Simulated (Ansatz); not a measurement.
The reference is Ta in the bcc (W type) structure (space group Im-3m, No. 229; a = 3.282 Å).

Calculations: PBEsol in Ansatz (plane waves to 420 eV, PAW, spin-orbit coupling left out), earlier PAW set.

For the base:

The lattice parameter a is 328.2 pm.

It is then changed as follows: Lu takes the place of Ta on all its sites, then cell and atoms are relaxed.

Q: What happens to the lattice parameter a?

A: The lattice parameter a rises by 53.8 pm, from 328.2 pm to 382.0 pm.

No phonon test of stability was made. For Lu in this form, whether it has been made was not checked. All final runs are without spin polarisation. This is not the structure that Lu has at room temperature and ambient pressure.

Ansatz is a first-principles code.
